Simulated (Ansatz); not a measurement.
Base system: CaS in the rock salt structure (space group Fm-3m, No. 225; a = 5.6332 Å). Axes: x, y, z lie along the cube axes.

Computed with PBEsol, PAW, 420 eV (Ansatz, a program for electronic structure; without spin-orbit coupling).

Base values:

| Property | Value |
|---|---|
| Band gap | 2.16 eV |
| Electron mass | 1.4 mₑ along k, 0.29 mₑ across (at X) |

Perturbation: a pure shear with ε_xy = ε_yx = 0.0200; the atoms relax in the strained cell.

Question: What happens to the band gap and electron mass?

Answer: The band gap falls by 0.12 eV (2.16 eV → 2.04 eV); the electron mass is still 1.4 mₑ along k, 0.29 mₑ across (at X).

Effective masses come from finite differences of ±0.01 Å⁻¹. Along k means along the line from Γ to the band edge. Gaps are Kohn–Sham eigenvalue differences; semilocal functionals usually give less than the measured gap. Stability against distortions was not tested.
